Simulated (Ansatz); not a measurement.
A computed series for Mg: pressure series

The reference is Mg in the hcp (Mg type) structure (space group P6_3/mmc, No. 194; a = 3.1865 Å, c = 5.2236 Å).

Cell and atoms are relaxed at each pressure.

Level of theory: Kohn–Sham DFT with the PBE functional, run in Ansatz (a quantum-chemistry and plane-wave program) with PAW and 420 eV plane waves, no spin-orbit coupling.

```json
[
 {"P (GPa)": "-2.00", "V (Å³/atom)": "24.465"},
 {"P (GPa)": "-0.99", "V (Å³/atom)": "23.648"},
 {"P (GPa)": "0.30", "V (Å³/atom)": "22.780"},
 {"P (GPa)": "0.70", "V (Å³/atom)": "22.541"},
 {"P (GPa)": "1.50", "V (Å³/atom)": "22.098"},
 {"P (GPa)": "3.00", "V (Å³/atom)": "21.369"},
 {"P (GPa)": "5.00", "V (Å³/atom)": "20.548"},
 {"P (GPa)": "7.50", "V (Å³/atom)": "19.697"},
 {"P (GPa)": "10.00", "V (Å³/atom)": "18.982"}
]
```

Problem. Fit a third-order Birch–Murnaghan equation of state.

Solution. Least squares on P(V) = (3B₀/2)[(V₀/V)^(7/3) − (V₀/V)^(5/3)]·[1 + (3/4)(B₀′ − 4)((V₀/V)^(2/3) − 1)] gives V₀ = 22.97 Å³/atom, B₀ = 36 GPa and B₀′ = 3.9.

Load acts through the strain it causes; cell and atoms are relaxed under it. No phonon test of stability was made. Competing high-pressure phases were not computed.
